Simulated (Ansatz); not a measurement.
Take HfIr$_{3}$ in the Cu3Au type structure (space group Pm-3m, No. 221; relaxed with 0.1 eV smearing) as the base.

```
CELL_PARAMETERS angstrom
      3.92430     0.00000     0.00000
      0.00000     3.92430     0.00000
      0.00000     0.00000     3.92430
ATOMIC_POSITIONS crystal
  Hf 0.00000 0.00000 0.00000
  Ir 0.00000 0.50000 0.50000
  Ir 0.50000 0.00000 0.50000
  Ir 0.50000 0.50000 0.00000
```

Cartesian axes are those of the cell as printed.

Calculations: PBEsol in Ansatz (plane waves to 420 eV, PAW, spin-orbit coupling left out).

One thing is altered: the cell is compressed by 1.30 % along z with no lateral relaxation, atoms relaxed at fixed cell.

Problem. Predict the stress tensor and what it implies for the stiffness.

Solution. Stress of the strained cell less that of the base (GPa, compression positive):
```
    3.2     0.0     0.0
    0.0     3.2     0.0
    0.0     0.0     6.1
```

Then −Δσ_ii/ε with ε = -0.0130 gives secant stiffness values (nonlinear terms included at this strain): C33 ≈ 471 GPa, C13 ≈ 242 GPa and C23 ≈ 242 GPa.

Whether these cells are dynamically stable was not tested. All final runs are without spin polarisation.

Ansatz is an electronic-structure program.
